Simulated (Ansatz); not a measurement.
The cell is built on a prototype and need not be the phase stable at ambient conditions.

Here is the system:

```
Mg2SnO4
1.0
    6.08586     0.00000     0.00000
    0.00000     6.08586     0.00000
    3.04293    -3.04293     4.30336
Mg Sn O
4 2 8
Cartesian
  6.08586   1.52147   1.07584
  4.56440   3.04293   3.22752
  7.60733   3.04293   3.22752
  6.08586   4.56440   1.07584
  3.04293   0.00000   2.15168
  3.04293   3.04293   0.00000
  6.08586  -1.61829   3.15905
  1.42465   3.04293   1.14430
  4.66122   3.04293   1.14430
  6.08586   1.61829   3.15905
  3.04293   1.61829   3.29598
  4.66122   0.00000   1.00738
  1.42465   0.00000   1.00738
  3.04293  -1.61829   3.29598
```

Space group of this cell: Fd-3m, spinel. The cell was relaxed by PBE-D3(BJ); by PBEsol its mean pressure is -1.4 GPa.

Transport runs along the normal of the first two printed cell vectors.

No gap correction and no spin-orbit coupling; mid-gap values are interpolated between computed energies.

Predict the band gap and the smallest decay constant κ at mid-gap from Ansatz (a first-principles code) with PBEsol.

Gap 1.95 eV on a 8×8×8 mesh; κ = 0.184 1/Å, at the zone centre.
